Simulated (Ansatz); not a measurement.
Levels about the gap of amorphous In$_{9}$Ga$_{9}$Zn$_{9}$O$_{39}$Lu$_{2}$ (68 atoms in a cell of 865 Å³, 6.19 g/cm³; zone centre alone, so wide bands show as single levels with stretches between that a denser mesh fills), at the geometry that PBE relaxed, where it gives -0.2 GPa on a denser mesh. The participation number counts the atoms over which a state spreads; weights are charges in smoothed Voronoi cells. The levels come from a single point, so bond lengths are those of that geometry. Method of the levels: PBE, scalar-relativistic without spin-orbit coupling (Ansatz, a quantum-chemistry and plane-wave program). Sampling: the zone centre alone; Fermi-Dirac width 0.02 eV; no spin polarisation.

The cell was made by melting and quenching with the CHGNet potential and then relaxed with DFT. O atoms were pushed apart under 1.9 Å during the dynamics, to hinder bonds among them. The hot cell started wider than the set density and was brought back towards it in steps. It is the lowest in DFT energy of 2 quenches. It is a model cell: composition and starting density were chosen by hand, and all elements were melted together. No dispersion term was used. Its density started from a set value of 6.19 and ended at 6.19 g/cm³. Cooling (nominally 260 K/ps over its main leg) ran many orders faster than in experiment, which tends to leave more defects and strain. A cell of this size samples the disorder only roughly. The volume was held where the preparation left it and the shape relaxed, at a PBE pressure of -0.2 GPa (tension).

```json
[
 {"E - E(highest filled), eV": "-0.38", "filling": "filled", "participation number": "16.7", "largest on": "O, 3 neighbours", "weight O": "0.88", "weight In": "0.02", "weight Zn": "0.07", "weight Ga": "0.02"},
 {"E - E(highest filled), eV": "-0.37", "filling": "filled", "participation number": "20.3", "largest on": "O, 4 neighbours", "weight O": "0.89", "weight In": "0.02", "weight Zn": "0.07", "weight Ga": "0.01"},
 {"E - E(highest filled), eV": "-0.34", "filling": "filled", "participation number": "12.7", "largest on": "O, 4 neighbours", "weight O": "0.90", "weight In": "0.02", "weight Zn": "0.05", "weight Ga": "0.01"},
 {"E - E(highest filled), eV": "-0.27", "filling": "filled", "participation number": "9.3", "largest on": "O, 3 neighbours", "weight O": "0.91", "weight In": "0.01", "weight Zn": "0.05", "weight Ga": "0.02"},
 {"E - E(highest filled), eV": "-0.21", "filling": "filled", "participation number": "20.2", "largest on": "O, 4 neighbours", "weight O": "0.85", "weight In": "0.02", "weight Zn": "0.10", "weight Ga": "0.01"},
 {"E - E(highest filled), eV": "-0.18", "filling": "filled", "participation number": "12.6", "largest on": "O, 5 neighbours", "weight O": "0.82", "weight In": "0.01", "weight Zn": "0.14", "weight Ga": "0.01"},
 {"E - E(highest filled), eV": "0.00", "filling": "filled", "participation number": "14.0", "largest on": "O, 5 neighbours", "weight O": "0.79", "weight In": "0.01", "weight Zn": "0.18", "weight Ga": "0.01"},
 {"E - E(highest filled), eV": "0.80", "filling": "empty", "participation number": "59.0", "largest on": "In, 6 neighbours", "weight O": "0.52", "weight In": "0.22", "weight Zn": "0.13", "weight Ga": "0.11"},
 {"E - E(highest filled), eV": "3.04", "filling": "empty", "participation number": "16.7", "largest on": "In, 6 neighbours", "weight O": "0.57", "weight In": "0.33", "weight Zn": "0.05", "weight Ga": "0.05"},
 {"E - E(highest filled), eV": "3.45", "filling": "empty", "participation number": "34.5", "largest on": "In, 6 neighbours", "weight O": "0.58", "weight In": "0.27", "weight Zn": "0.09", "weight Ga": "0.05"},
 {"E - E(highest filled), eV": "3.59", "filling": "empty", "participation number": "26.4", "largest on": "In, 5 neighbours", "weight O": "0.58", "weight In": "0.31", "weight Zn": "0.04", "weight Ga": "0.07"},
 {"E - E(highest filled), eV": "3.82", "filling": "empty", "participation number": "34.4", "largest on": "In, 6 neighbours", "weight O": "0.57", "weight In": "0.25", "weight Zn": "0.12", "weight Ga": "0.06"},
 {"E - E(highest filled), eV": "4.09", "filling": "empty", "participation number": "38.3", "largest on": "In, 6 neighbours", "weight O": "0.56", "weight In": "0.28", "weight Zn": "0.08", "weight Ga": "0.07"},
 {"E - E(highest filled), eV": "4.19", "filling": "empty", "participation number": "35.3", "largest on": "In, 6 neighbours", "weight O": "0.56", "weight In": "0.16", "weight Zn": "0.19", "weight Ga": "0.08"}
]
```

Most localised among these is the filled level at -0.27 eV, on a O atom, which has 3 neighbours (Ga 1.86 Å, In 2.12 Å, In 2.22 Å).
